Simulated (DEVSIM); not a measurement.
**illuminated Si n-on-p cell, one wavelength**

Structure: illuminated Si n-on-p cell, one wavelength, at 300 K.

```
layer (left to right)  material  thickness (μm)  Nd (cm⁻³)  Na (cm⁻³)  τn (s)  τp (s)  absorption coefficient (cm⁻¹)
---------------------  --------  --------------  ---------  ---------  ------  ------  -----------------------------
1                            Si           0.120     7.4e18          -  1.9e-7  3.6e-8                           7700
2                            Si             140          -       6e15  1.9e-7  1.9e-7                           7700
```

Left contact: ohmic, minority hole recombination velocity 500 cm/s. Right contact: ohmic, minority electron recombination velocity 10000 cm/s. Voltage is applied to the left contact. Recombination: SRH at mid-gap, radiative, Auger. Light enters at the left, 2.4e18 photons cm⁻² s⁻¹, one pass, no reflection. Mobility is μmin + (μ − μmin)/(1 + (N/Nref)^α).

This is a model device: material constants are rounded textbook-type values typed into the input, and sizes, dopings and lifetimes were drawn at random. Values at 300 K.

| parameter | Si |
|---|---|
| gap (eV) | 1.124 |
| affinity (eV) | 4.05 |
| permittivity | 11.7 |
| Nc (cm⁻³) | 2.86e19 |
| Nv (cm⁻³) | 3.1e19 |
| μn (cm²/Vs) | 1417 |
| μp (cm²/Vs) | 470 |
| μn,min | 52 |
| μp,min | 45 |
| Nref,n | 9.7e16 |
| Nref,p | 2.2e17 |
| αn | 0.68 |
| αp | 0.72 |
| B (cm³/s) | 4.7e-15 |
| Cn (cm⁶/s) | 2.8e-31 |
| Cp (cm⁶/s) | 9.9e-32 |

DEVSIM, 1D drift-diffusion, Boltzmann statistics, complete ionisation; no tunnelling, impact ionisation, image-force lowering or self-heating.

```yaml
potential_step_across_the_device_at_zero_bias: 0.868 V
largest_field_in_the_device_at_zero_bias: 150000 V/cm
Dark forward voltage at 1 A/cm²: 0.647 V
Dark forward voltage at 100 A/cm²: 1.458 V
short_circuit_current: 372 mA/cm²
open_circuit_voltage: 0.592 V
fill_factor: 0.80
largest_power: 177 mW/cm²
share_of_generated_pairs_collected_at_short_circuit: 0.967
```

Current under light (generator sign):

```
V (V)  J (mA/cm²)
-----  ----------
0.00          372
0.08          372
0.16          372
0.26          371
0.34          371
0.44          369
0.46          367
0.48          363
0.50          354
0.52          336
0.54          300
0.56          231
0.58          108
0.60        -87.5
```

Dark forward current:

(V (V), J (A/cm²)): (-0.05, -3.0e-8); (-0.15, -3.2e-7); (-0.30, -1.2e-5); (-0.40, -0.00027); (-0.55, -0.067); (-0.65, -1.1); (-0.75, -3.9); (-0.90, -11); (-1.00, -18); (-1.10, -27); (-1.25, -49); (-1.35, -70); (-1.50, -110); (-1.60, -150)
